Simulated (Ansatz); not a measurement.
Functionals compared on a constructed model of the (0001) surface of hcp Os, a pseudomorphic layer of In in the host's stacking (bottom of the slab: a bare face, its two planes held), in Ansatz (plane waves, PAW). The structure was relaxed with PBE; the other rows are single points on it. Cutoff 420 eV (500 eV for r2SCAN).

Model: 7-atom slab, 13.4 Å thick at the start, 16x16x1 mesh, Fermi-Dirac 0.1 eV, dipole correction, 2 atoms held, the rest relaxed; symmetry of the start imposed; no spin, no spin-orbit, no U. It is one candidate, not shown to be the stable structure of the face. These notes are the PBE run's.

```tsv
functional	work function of the top face (eV)	rough cost of the single point
PBE	3.66	–
RPBE	3.52	about 30 core-seconds (a rough figure)
r2SCAN	3.70	about 50 core-seconds (a rough figure)
```

Ansatz is a program for electronic structure.
